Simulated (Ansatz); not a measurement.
The parent structure is Al in the fcc (Cu type) structure (space group Fm-3m, No. 225; relaxed with 0.1 eV smearing).

```
Al
1.0
    0.00000     1.99618     1.99618
    1.99618     0.00000     1.99618
    1.99618     1.99618     0.00000
Al
1
Direct
  0.00000   0.00000   0.00000
```

Cartesian axes are those of the cell as printed.

Calculations: r2SCAN (Ansatz, an electronic-structure program), no SOC, earlier PAW set.

Before the change:

| Quantity | Result |
|---|---|
| Shortest interatomic distance | 2.823 Å |

It is then changed as follows: the symmetric strain tensor [0.0152 0.0019 0.0102; 0.0019 0.0077 -0.0093; 0.0102 -0.0093 -0.0087]; the atoms relax in the strained cell.

What does the calculation give for the stress, shortest interatomic distance and energy relative to the base after the change?

The stress (xx, yy, zz, yz, xz, xy; compression positive) comes out as (-1.8, -1.3, -0.2, 0.8, -0.8, -0.1) GPa; the shortest interatomic distance drops by 0.027 Å (2.823 Å → 2.796 Å); the energy increases by 3.3 meV/atom.

No phonon test of stability was made.
